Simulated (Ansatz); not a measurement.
What isotropic strain −0.60 % does to KZnF3

Consider KZnF3 in the cubic perovskite structure (space group Pm-3m, No. 221; a = 4.052 Å).

Perturbation: the cell is scaled by 0.9940 in all directions, atoms relaxed at fixed cell.

Computed with Ansatz (a quantum-chemistry and plane-wave program), PBEsol, PAW, cutoff 420 eV, no spin-orbit coupling. Settings: 8×8×8 k-points, 0.05 eV Fermi–Dirac smearing.

| quantity | base | changed | shift |
|---|---|---|---|
| volume per atom | 13.31 Å³ | 13.07 Å³ | -0.24 Å³ |
| shortest interatomic distance | 2.026 Å | 2.014 Å | -0.012 Å |
| energy relative to the base (free energy F) | 0 meV/atom | +1.1 meV/atom | +1.1 meV/atom |
| pressure | 0.01 GPa | 1.51 GPa | +1.50 GPa |
| band gap | 3.71 eV | 3.75 eV | +0.046 eV |
| gap character | indirect, R → Γ | indirect, R → Γ | – |
| smallest direct gap | 5.52 eV | 5.67 eV | +0.15 eV |
| mean gap deformation potential ΔEg/Δln V | – | -2.6 eV | – |
| width of the top valence band | 1.82 eV | 1.92 eV | +0.10 eV |
| electron mass | 0.44 mₑ (at Γ) | 0.44 mₑ (at Γ) | – |

Cost of the whole job for the changed cell (relaxation, final SCF and bands): very roughly 15 core-seconds.

Effective masses come from finite differences of ±0.01 Å⁻¹. No phonon test of stability was made. Many cubic perovskites are stable only at high temperature; tilts and polar distortions were not tested.
